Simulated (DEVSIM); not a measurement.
Device: Mo/SiO2/n-Si capacitor, at 300 K.

```csv
layer (left to right),material,thickness (nm),Nd (cm⁻³)
1,SiO2,9.40,-
2,Si,5000,1.3e16
```

Metal gate on the left, work function 4.6 eV. Fixed charge at the semiconductor interface 8.6e11 cm⁻² (in units of +e); interface traps 1.6e10 cm⁻² eV⁻¹, uniform in energy, neutral level at 0.5 of the gap above the valence band.

Constants are typed, rounded textbook-type inputs, not results; the design itself was drawn at random and stands for no fabricated device. Values at 300 K.

```
parameter      SiO2       Si
-------------  ----  -------
gap (eV)          9    1.124
affinity (eV)   0.9     4.05
permittivity    3.9     11.7
Nc (cm⁻³)         -  2.86e19
Nv (cm⁻³)         -   3.1e19
```

DEVSIM, 1D Poisson equation in equilibrium, Boltzmann statistics, complete ionisation; no quantum confinement or tunnelling. Metal contacts follow the ideal Schottky-Mott rule: no Fermi-level pinning, no interface dipoles.

The interface trap density was swept, all else fixed.

```json
[
 {"interface trap density (cm^-2 eV^-1)": "0", "flat-band voltage (V)": "-0.02", "threshold voltage (band bending 2φF) (V)": "-0.90", "minimum of the low-frequency capacitance (μF/cm²)": "0.0388"},
 {"interface trap density (cm^-2 eV^-1)": "1e10", "flat-band voltage (V)": "-0.02", "threshold voltage (band bending 2φF) (V)": "-0.90", "minimum of the low-frequency capacitance (μF/cm²)": "0.0401"},
 {"interface trap density (cm^-2 eV^-1)": "1.6e10", "flat-band voltage (V)": "-0.02", "threshold voltage (band bending 2φF) (V)": "-0.90", "minimum of the low-frequency capacitance (μF/cm²)": "0.0409"},
 {"interface trap density (cm^-2 eV^-1)": "1e11", "flat-band voltage (V)": "-0.01", "threshold voltage (band bending 2φF) (V)": "-0.91", "minimum of the low-frequency capacitance (μF/cm²)": "0.0511"},
 {"interface trap density (cm^-2 eV^-1)": "3e11", "flat-band voltage (V)": "0.02", "threshold voltage (band bending 2φF) (V)": "-0.95", "minimum of the low-frequency capacitance (μF/cm²)": "0.0733"},
 {"interface trap density (cm^-2 eV^-1)": "1e12", "flat-band voltage (V)": "0.13", "threshold voltage (band bending 2φF) (V)": "-1.06", "minimum of the low-frequency capacitance (μF/cm²)": "0.131"},
 {"interface trap density (cm^-2 eV^-1)": "2e12", "flat-band voltage (V)": "0.29", "threshold voltage (band bending 2φF) (V)": "-1.21", "minimum of the low-frequency capacitance (μF/cm²)": "0.183"}
]
```

From the first row to the last the flat-band voltage goes from -0.02 to 0.29. From the first row to the last the threshold voltage (band bending 2φF) goes from -0.90 to -1.21.
